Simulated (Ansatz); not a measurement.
**SiC: energy against strain**

SiC (4H polytype, P6_3mc, 10.335 Å³/atom and stress up to 0.01 GPa in the relaxed cell, c along z) under a strain ε along c (axis z), the other axes held. PBEsol in Ansatz, a plane-wave DFT program (PAW, default set), 420 eV, 12×12×4 Γ-centred mesh, Fermi-Dirac smearing 0.05 eV; ions are relaxed, or left where forces stay under 0.02 eV/Å, within the symmetry of each cell.

Here s stands for strain and y for E less E0.

```
strain (%)  E less E0 (meV/atom)
----------  --------------------
-1.50                       4.03
-0.75                       1.00
0.00                        0.00
0.75                        0.98
1.50                        3.88
3.00                           ?
```

Taking a parabola for y over the 5 complete rows: Least squares gives y = 0.001 - 0.0427·s + 1.7575·s². Residuals (row less fit): 0.011, -0.022, -0.001, 0.022, -0.011; standard error 0.025 (degrees of freedom: 2). Twice the quadratic coefficient over the volume, 2 × 1.7575 meV × 10⁴ × 0.1602 / 10.335 Å³, is the elastic constant C33 = 545 ± 4 GPa (± standard error of the fit, which holds the terms cut off).

Q: What does the fit predict for y at s = 3.00, and how far is the calculated value from it?

A: y = 0.001 - 0.0427 × 3.00 + 1.7575 × 3.00² = 15.690 meV/atom. The calculation gives 15.13 meV/atom, 0.560 meV/atom below the prediction (3.7 % of the range of y in the table). The row lies outside the fitted rows, so this is an extrapolation. From the scatter of the fitted rows alone, a prediction at this place has a standard error of 0.101 meV/atom, so the miss is 5.5 times that.

A polynomial of degree 3 through the 8 other runs of the series gives 15.14 there, so most of the miss is curvature that the fit leaves out. The start is a measured cell from the literature; how it stands against other phases or cation orders wasn't checked. Rows are the converged runs of the series near zero and its far end; series whose fitted rows scatter by over a few per cent of the range, as at a crossing or softening among them, aren't shown in this form, nor equations of state whose B0' disagrees with the runs' pressures. Most that stay on the fit to the last digits aren't either.
